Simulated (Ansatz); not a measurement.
For TaNi₃ (I4/mmm, No. 139; start mp-570491), LDA (plane waves, PAW; Ansatz, a quantum-chemistry and plane-wave program) gives:

* **equilibrium lattice constant a**: 3.555 Å
* **c axis length**: 7.320 Å
* **enthalpy of formation**: -0.409 eV/atom

**Question.** What does PBEsol (Ansatz, plane waves, PAW) give for the same quantities?

**Answer.** 
- lattice constant a: 3.590 Å (increases by 1.0 %)
- lattice parameter c: 7.390 Å (increases by 1.0 %)
- formation enthalpy: -0.388 eV/atom (moves by +0.021 eV/atom)

Changes are worked out from the printed values.

Unless a cell is named, each level is at its own relaxed cell (LDA 11.57, PBEsol 11.91 Å³/atom).

Levels without +SOC leave out spin–orbit coupling, which shifts energies and cells of such heavy elements.

The crystal itself was run without spin with LDA, PBEsol.

Caveats: the relaxation could not lower the start's symmetry, so the cell can be a saddle point above a distorted one (LDA, PBEsol). Ansatz's density-functional and Hartree–Fock values are scalar-relativistic unless marked +SOC, with PAW data made under PBE.

A start named mp-… is a Materials Project structure, which can be a computed phase never made.
